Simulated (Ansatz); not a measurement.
Take GaAs in the rock salt structure (space group Fm-3m, No. 225; a = 5.330 Å; a hypothetical phase, not in the database extracts checked; relaxed with 0.1 eV smearing) as the base. Axes: x, y, z lie along the cube axes.

The values are results of r2SCAN, PAW, 500 eV (Ansatz, a program for electronic structure; without spin-orbit coupling), earlier PAW set, not measurements.

The change: compressive biaxial strain of 0.66 % in the plane normal to [110], as in epitaxy on a mismatched substrate; the out-of-plane cell vector and the atoms relax.

### Question
How does this affect the out-of-plane strain, energy relative to the base and in-plane stress?

### Answer
The out-of-plane strain amounts to +0.70 %; the energy increases by 0.6 meV/atom; the mean in-plane stress (compression positive) comes out as +0.8 GPa.

Stability against distortions was not tested. The final runs are not spin-polarised.
